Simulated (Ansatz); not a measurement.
## What pressure 5 GPa does to HfO2

The reference is HfO₂ (space group P4_2/nmc, No. 137; a = 3.5770 Å, c = 5.2036 Å).

The change: cell and atoms relaxed at a pressure of 5 GPa.

Calculations: DFT with r2SCAN, PAW potentials and a 500 eV plane-wave cutoff in Ansatz (a first-principles code), scalar-relativistic without spin-orbit coupling, earlier PAW set. k-mesh 9×9×7 (Γ-centred); smearing 0.05 eV (Fermi–Dirac).

- c/a ratio = 1.446 (base 1.455)
- Shortest interatomic distance = 205.7 pm (base 205.9 pm)
- Enthalpy H = E + PV relative to the base's energy = +0.34 eV/atom
- Band gap = 5.23 eV (base 5.27 eV)
- Gap character = indirect, A → Γ (base indirect, Z → Γ)
- Smallest direct gap = 5.34 eV (base 5.34 eV)
- Width of the top valence band = 1.05 eV (base 0.98 eV)
- Electron mass = 1.0 mₑ along c, 0.85 mₑ across (at Γ) (base 1.0 mₑ along c, 0.89 mₑ across (at Γ))

Spin-orbit coupling, missing from the scalar runs, can matter with Hf. Load acts through the strain it causes; cell and atoms are relaxed under it. Effective masses come from finite differences of ±0.01 Å⁻¹. Stability against distortions was not tested. Competing high-pressure phases were not computed. This is not the structure that HfO2 has at room temperature and ambient pressure.
